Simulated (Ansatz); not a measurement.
## Au: strain along the normal

Au (fcc, Fm-3m, 16.579 Å³/atom and stress up to 0.01 GPa in the relaxed cell) under an equal strain ε in the (111) plane with the normal axis free, as in a coherent film. LDA in Ansatz, a plane-wave DFT program (PAW, default set), 420 eV, 28×28×28 Γ-centred mesh, Fermi-Dirac smearing 0.10 eV.

Here s stands for strain and y for normal strain.

```csv
strain (%),normal strain (%)
-1.25,1.74
-0.83,1.14
-0.42,0.57
0.00,0.00
0.42,-0.56
0.83,-1.11
1.25,-1.69
2.50,?
```

Taking a straight line for y over the 7 complete rows: Means: s 0, y 0.013. About the means, the sum of products is -6.6296 and the sum of squares of s is 4.8556; the slope is their ratio. Least squares gives y = 0.013 - 1.3654·s. Residuals (row less fit): 0.020, -0.006, -0.016, -0.013, 0.000, 0.010, 0.004; standard error 0.014 (degrees of freedom: 5). The slope, about -1.4, is the elastic response of the normal axis.

Q: Estimate the missing y (s = 2.50); what did the run itself give?

A: y = 0.013 - 1.3654 × 2.50 = -3.401%. The calculation gives -3.44%, 0.039% below the prediction (0.8 % of the range of y in the table). The row lies outside the fitted rows, so this is an extrapolation. From the scatter of the fitted rows alone, a prediction at this place has a standard error of 0.022%, so the miss is 1.8 times that.

A polynomial of degree 2 through the 12 other runs of the series gives -3.35 there. In a metal these values are sensitive to mesh and smearing; energies are taken to zero smearing, stresses follow the free energy. Spin-orbit coupling is left out, which can shift these values for the heavy elements here. Rows are the converged runs of the series near zero and its far end, less any whose ions stayed unrelaxed beside relaxed ones; series whose fitted rows scatter by over a few per cent of the range, as at a crossing or softening among them, aren't shown in this form. Most that stay on the fit to the last digits aren't either.
